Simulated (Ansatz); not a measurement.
Consider the following.

End structure of the (111)B surface of zinc-blende InAs, As-terminated, 2x2 with 1 H on 4 top atoms (bottom of the slab: 3 H on 4 bottom sites):

```xyz
36
Lattice="8.7479 0.0000 0.0000 -4.3739 7.5759 0.0000 0.0000 0.0000 31.0000" Properties=species:S:1:pos:R:3 pbc="T T T"
In     2.1248     1.2985     9.6919
In     6.6231     1.2985     9.6919
In     0.0000     4.9788     9.6919
In     4.3739     5.0506    10.3664
As     0.0000     2.5253    10.7297
As     4.3739     2.4366    10.6944
As    -2.1102     6.3576    10.6944
As     2.1102     6.3576    10.6944
In     0.0000     2.5253    13.3829
In     4.3739     2.5253    13.3829
In    -2.1870     6.3132    13.3829
In     2.1870     6.3132    13.3829
As     0.0000     0.0000    14.2758
As     4.3739     0.0000    14.2758
As    -2.1870     3.7879    14.2758
As     2.1870     3.7879    14.2758
In     0.0000     0.0008    16.9675
In     4.3739     0.0000    16.9524
In    -2.1863     3.7876    16.9675
In     2.1863     3.7876    16.9675
As     2.1972     1.2567    17.8507
As     6.5507     1.2567    17.8507
As     0.0000     5.0624    17.8507
As     4.3739     5.0506    17.8573
In     2.3053     1.1943    20.5709
In     6.4426     1.1943    20.5709
In     0.0000     5.1872    20.5709
In     4.3739     5.0506    20.5707
As     0.0000     2.5253    21.1395
As     4.3739     2.5515    21.5465
As    -2.2097     6.3001    21.5465
As     2.2097     6.3001    21.5465
H      2.1750     1.2696     7.9506
H      6.5729     1.2696     7.9506
H      0.0000     5.0367     7.9506
H      0.0000     2.5253    22.6665
```

Model: 36-atom slab, 15.0 Å thick at the start with caps and adatoms, 3x3x1 mesh, Fermi-Dirac 0.025 eV, dipole correction, 8 atoms held, the rest relaxed; symmetry of the start imposed; no spin (in PBE a spin-polarised start ends 0.04 eV a cell lower), no spin-orbit, no U. The slab shows no gap over 0.04 eV on its mesh. It is one candidate, not shown to be the stable structure of the face.

Task: What is the computed work function of the top face (Ansatz (an electronic-structure program) with PBE)?

Result: 5.43 eV
